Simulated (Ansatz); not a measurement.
Start from MgO in the rock salt structure (space group Fm-3m, No. 225; a = 4.214 Å).

Modification: a hydrostatic pressure of 5 GPa.

Levels (all Ansatz, a quantum-chemistry and plane-wave program, PAW): PBEsol (420 eV, no spin-orbit coupling); HSE06 (420 eV, no spin-orbit coupling).

The geometry is relaxed with PBEsol.

| Quantity | Value |
|---|---|
| PBEsol lowest conduction level above the VBM at special points | Γ 4.91 eV; L 7.93 eV; X 8.99 eV |

With HSE06 at the same geometry, the lowest conduction level above the VBM at special points changes from Γ 4.91 eV; L 7.93 eV; X 8.99 eV to Γ 6.79 eV; L 9.90 eV; X 10.92 eV.

Single points use the geometry relaxed with PBEsol. The levels and masses belong to the bands next to the band gap. Load acts through the strain it causes; cell and atoms are relaxed under it. Whether these cells are dynamically stable was not tested. Competing high-pressure phases were not computed. The base started in P3_121 and relaxed to Fm-3m at this level.
